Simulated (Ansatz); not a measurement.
**Effect of x(Al) = 0.5, 8 atoms, P-4m2 on InAs**

The parent structure is InAs in the zinc blende structure (space group F-43m, No. 216; a = 6.186 Å).

The other end (x = 1) is AlAs in the zinc blende structure (space group F-43m, No. 216): 23.50 Å³/atom, gap 1.50 eV.

One thing is altered: Al replaces 50.0 % of the In, ordered in a cell of 8 atoms (starting symmetry P-4m2) and fully relaxed.

Calculations: DFT with PBE, PAW potentials and a 420 eV plane-wave cutoff in Ansatz (a quantum-chemistry and plane-wave program), no spin-orbit coupling. Γ-centred 8×8×3 mesh, Fermi–Dirac width 0.05 eV, for the changed cell.

- Volume per atom = 26.35 Å³ (base 29.59 Å³)
- Band gap = 0.42 eV (base zero)
- Gap character (in this cell's own zone, which can be folded) = direct at Γ
- Electron mass = 0.043 mₑ along c, 0.033 mₑ across (at Γ)
- Valence-band top at Γ (three highest levels, from the VBM) = 0.00, 0.00, -0.19 eV
- Mixing energy = +0.02 eV/atom (to 0.01 eV only: unlike meshes or grids)
- Deviation of the volume from the linear (Vegard-type) interpolation = -0.7 %
- Mean first-shell distances = In–As 2.649 Å (end compound 2.679 Å), Al–As 2.509 Å (end compound 2.480 Å)

Cost of the whole job for the changed cell (relaxation, final SCF and bands): around 5 core-minutes (rough).

Each cell is one ordered arrangement of few atoms, which overstates ordering effects compared with a random alloy. Masses are band curvatures over ±0.01 Å⁻¹ around the edge. Stability against distortions was not tested. The final runs are not spin-polarised. The zero or small gap of InAs can change with the level of theory. k-point labels follow each cell's own Brillouin zone.
